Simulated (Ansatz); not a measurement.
The parent structure is Ba$_{2}$CuHgO$_{4}$ (space group P4/mmm, No. 123; a = 3.8526 Å, c = 9.5503 Å; a cell from a computed database, its experimental status unchecked).

Level of theory: Ansatz (a program for electronic structure) PBEsol, no spin-orbit coupling.

One change was made to it. Results:

```csv
quantity,base,after
c/a ratio,2.479,2.472
density,7.06 g/cm³,6.86 g/cm³
```

Task: Which of these changes matches the shifts?
A) Hg → Pb
B) Cu → Ir
C) Cu → Fe

Result: C, Cu → Fe. For comparison, the c/a ratio in the other runs: Cu → Ir gives 2.609; Hg → Pb gives 2.629.

No phonon test of stability was made. As relaxed here, Ba2FeHgO4, Ba2HgIrO4 and Ba2CuPbO4 are hypothetical phases, not in the database extracts checked. No Hubbard U is applied and the magnetic state is the run's own (Ba2FeHgO4 ferromagnetic; Ba2CuHgO4 not spin-polarised; Ba2CuPbO4 not spin-polarised); small cells can't hold the antiferromagnetic order that many such compounds have, so gaps and moments can be off. Spin-polarised in the final run: Ba2FeHgO4; the other runs are not. An odd electron count without spin: Ba2CuHgO4, Ba2HgIrO4 and Ba2CuPbO4.
